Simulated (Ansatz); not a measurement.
## V: V → Tl

The parent structure is V in the bcc (W type) structure (space group Im-3m, No. 229; a = 2.985 Å).

The change: every V is replaced by Tl, then cell and atoms are relaxed.

Method: r2SCAN (Ansatz, an electronic-structure program, PAW, no spin-orbit coupling), earlier PAW set. Γ-centred 17×17×17 mesh, Fermi–Dirac width 0.05 eV, for the changed cell.

```yaml
volume_per_atom: 30.06 Å³ (base 13.30 Å³)
density: 11.29 g/cm³ (base 6.36 g/cm³)
lattice_parameter_a: 3.918 Å (base 2.985 Å)
space_group: Im-3m (No. 229) (base Im-3m (No. 229))
shortest_interatomic_distance: 3.393 Å (base 2.585 Å)
band_gap: zero (base zero)
```

Whether these cells are dynamically stable was not tested. Seeded moments were not kept for the base. The final runs are not spin-polarised. This is not the structure that Tl has at room temperature and ambient pressure.
